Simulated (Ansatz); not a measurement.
## LaZnNO (model structure, started from the LaZnOP type, P4/nmm, No. 129, 8 atoms in the cell)

Computed with r²SCAN+SOC (Ansatz, a quantum-chemistry and plane-wave program, plane waves, PAW).

Settings: plane-wave cutoff 560 eV, 10×10×4 k mesh (along the axes of the cell as run), Fermi–Dirac smearing 0.01 eV, PAW data made under PBE.

Cell (relaxed with PBEsol):

```
LaZnNO
1.0
    3.75683     0.00000     0.00000
    0.00000     3.75683     0.00000
    0.00000     0.00000     8.06595
La Zn N O
2 2 2 2
Direct
  0.00000   0.50000   0.83502
  0.50000   0.00000   0.16498
  0.00000   0.00000   0.50000
  0.50000   0.50000   0.50000
  0.50000   0.00000   0.62856
  0.00000   0.50000   0.37144
  0.50000   0.50000   0.00000
  0.00000   0.00000   0.00000
```

```yaml
band_gap: 2.16 eV (indirect)
smallest_direct_gap_on_the_k_points_sampled: 2.19 eV
```

Note: the relaxation could raise the start's symmetry but not lower it, so the cell can be a saddle point; cell and atoms aren't relaxed at this level (largest force component 0.21 eV/Å, pressure 3.1 GPa).

Computed values are for the static lattice.

It cost about 5 core-minutes (a rough figure) of CPU time.

A model structure was made by putting elements into a prototype or built by hand; it is no filed structure, need not be a known phase, and can be a saddle point held by its symmetry.
